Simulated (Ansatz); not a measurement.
C11b WSi2 was calculated with HSE06 (plane waves, PAW; Ansatz, a quantum-chemistry and plane-wave program).

Numerical settings: plane-wave cutoff 460 eV, 12×12×12 k mesh, Fermi–Dirac smearing 0.05 eV, no spin polarisation, scalar-relativistic PAW data made under PBE.

Computed at the level's own relaxed cell.

**Question.** Give the computed lattice constant a and lattice parameter c.

**Answer.** 
lattice constant a: 3.205 Å
lattice parameter c: 7.800 Å

Measured, for comparison: lattice constant a 3.214 Å, lattice parameter c 7.831 Å (temperature not stated, not corrected to a static lattice; as tabulated in Pavlosiuk et al. (2022), arXiv:2202.05362). Computed (rounded) less measured: lattice constant a -0.3 %, lattice parameter c -0.4 %. A static lattice is as a rule a little smaller and stiffer than an uncorrected measurement, which narrows the difference in the lattice parameter c and would widen misses of the other sign.

Note: the run has no spin polarisation, so it can have missed a magnetic state.

Spin–orbit coupling is not included.

Static lattice: no zero-point or thermal effects.

It cost very roughly 2.6 core-hours of CPU time.
